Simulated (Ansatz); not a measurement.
The starting structures come from a database of crystals and need not be the phases stable at ambient conditions.

Tunnelling through a barrier is set by its complex band structure: the current falls as exp(−2κd) with the smallest κ.

```
Ta3N5
1.0
    5.49274     0.00000     0.00000
    0.00000    10.30945     0.00000
   -1.37120     0.00000     3.63085
Ta N
6 10
Direct
  0.60598   0.75000   0.80299
  0.39402   0.25000   0.19701
  0.26654   0.93994   0.13327
  0.73346   0.06006   0.86673
  0.73346   0.43994   0.86673
  0.26654   0.56006   0.13327
  0.90578   0.88116   0.95289
  0.09422   0.11884   0.04711
  0.09422   0.38116   0.04711
  0.90578   0.61884   0.95289
  0.61618   0.07409   0.30809
  0.38382   0.92591   0.69191
  0.38382   0.57409   0.69191
  0.61618   0.42591   0.30809
  0.52644   0.25000   0.76322
  0.47356   0.75000   0.23678
```

Space group of this cell: Cmcm. The cell is taken as given; by r2SCAN its mean pressure is -1.4 GPa.

Transport runs along the normal of the first two printed cell vectors.

No gap correction and no spin-orbit coupling; mid-gap values are interpolated between computed energies.

Task: Estimate the band gap and the smallest decay constant κ at mid-gap that r2SCAN run with Ansatz (a program for electronic structure) returns for this system.

Result: Gap 1.60 eV on a 8×4×8 mesh; κ = 0.171 1/Å, at (0.333, 0.000) of the in-plane reciprocal vectors. At the zone centre, at the nearest computed energy, the slowest state has κ = 0.20 1/Å.
